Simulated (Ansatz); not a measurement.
PtSn (P6_3/mmc), PBEsol, DFPT electron-phonon coupling, linearised Boltzmann equation in Ansatz (a quantum-chemistry and plane-wave program): phonon-limited resistivity 6.23 μΩ·cm at 300 K along y (a = (4.13, 0.00, 0.00) Å; b = (-2.06, 3.57, 0.00) Å; c = (0.00, 0.00, 5.43) Å), 8.38 μΩ·cm at 400 K, current-weighted mean free path 14.4 nm, Drude plasma energy 7.93 eV.

Estimate the electronic thermal conductivity at 300 K by the Wiedemann-Franz law (L₀ = 2.44×10⁻⁸ W·Ω/K²).

L₀T/ρ = 2.44×10⁻⁸ × 300/(6.23×10⁻⁸) = 117 W/(m·K). Inelastic scattering puts the true Lorenz number somewhat under L₀ near and below the Debye temperature.

Estimate the resistivity of a 80 nm square wire with diffuse walls from ρ ≈ ρ₀(1 + 3ℓ/4d).

1 + 0.75 × 14.4/80 = 1.14, so ρ ≈ 7.07 μΩ·cm and a line 1 μm long has 11.0 Ω. The formula is the free-electron limit for d well above ℓ; grain boundaries add to it.

What temperature coefficient of resistance follows, and how does it compare with 1/T?

(ρ₄₀₀ − ρ₃₀₀)/(100 K × ρ₃₀₀) = 3.45×10⁻³ K⁻¹, against 1/T = 3.33×10⁻³ K⁻¹ for a resistivity proportional to T. It lies higher because phonons are still being populated at 300 K; impurities would add a constant and lower it.

A metal at this level (no band gap). Only scattering by harmonic phonons is included (no impurities, grain boundaries, electron-electron scattering or thermal expansion). Spin-orbit coupling is left out, which matters with elements this heavy. Halving the electron mesh (24x24x16) moves the resistivity by up to 2 % at 300 K, the mean free path by up to 3 %. Smearing 0.20 eV; phonons on a 4x4x3 q mesh, which this run doesn't test.

Formula and space group known from diffraction (Crystallography Open Database), not checked to be the room-temperature form: PtSn (P6_3/mmc).
